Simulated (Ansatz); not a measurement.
## RhGe2 (model structure, started from the C49 type, Cmcm, No. 63, 6 atoms in the cell): volume per atom by level of theory

No measured value is used here.

| level (code) | value (Å³/atom) |
|---|---|
| PBE (Ansatz) | 16.04 |
| PBEsol (Ansatz) | ___ |
| PBE-D3(BJ) (Ansatz) | 15.42 |

### Question
What belongs in the gaps?

### Answer

- PBEsol (Ansatz, a first-principles code), value (Å³/atom): 15.33

Ansatz's density-functional and Hartree–Fock values are scalar-relativistic unless marked +SOC, with PAW data made under PBE.

A model structure was made by putting elements into a prototype or built by hand; it is no filed structure, need not be a known phase, and can be a saddle point held by its symmetry.
